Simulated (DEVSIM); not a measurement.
Structure: Schottky contact on n-type Ge, at 350 K.

```
layer (left to right)  material  thickness (μm)  Nd (cm⁻³)   τn (s)   τp (s)
---------------------  --------  --------------  ---------  -------  -------
1                            Ge            1.30     1.1e15  0.00061  0.00061
```

Left contact: Schottky, work function 4.24 eV, emission velocity 9.3e6 cm/s. Right contact: ohmic. Voltage is applied to the left contact. Recombination: SRH at mid-gap, Auger. Mobility is constant in doping. Where it depends on doping, it is μmin + (μ − μmin)/(1 + (N/Nref)^α).

The device is made up for the run: typed textbook-type constants, with dimensions and the other settings drawn at random. Values at 300 K; Nc and Nv go as T^1.5, mobilities as T to minus their exponent, the gap by Varshni's rule with the affinity fixed. The table also holds parameters that only a changed run uses.

```tsv
parameter	Ge
gap (eV)	0.664
affinity (eV)	4
permittivity	16
Nc (cm⁻³)	1.04e19
Nv (cm⁻³)	6e18
μn (cm²/Vs)	3900
μp (cm²/Vs)	1900
μn,min	150
μp,min	100
Nref,n	2.6e17
Nref,p	4e17
αn	0.56
αp	0.6
T exponent of μn	1.66
T exponent of μp	2.33
Cn (cm⁶/s)	1e-31
Cp (cm⁶/s)	1e-31
Varshni α (eV/K)	0.000477
Varshni β (K)	235
```

Simulated with DEVSIM: 1D drift-diffusion, Boltzmann statistics, complete ionisation; no tunnelling, impact ionisation, image-force lowering or self-heating. Metal contacts follow the ideal Schottky-Mott rule: no Fermi-level pinning, no interface dipoles.

Base results: largest field in the device at zero bias (V/cm) 3600; potential step across the device at zero bias (V) 0.042.

Question: What follows from this one change: doping Nd of layer 1 1.1e+15 → 1.1e+14 cm^-3?

Answer: largest field in the device at zero bias 3600 → 5100 V/cm; potential step across the device at zero bias 0.042 → 0.083 V.

Question: What follows from this one change: metal work function 4.24 → 4.09 eV?

Answer: largest field in the device at zero bias 3600 → 63000 V/cm; potential step across the device at zero bias 0.042 → 0.192 V.
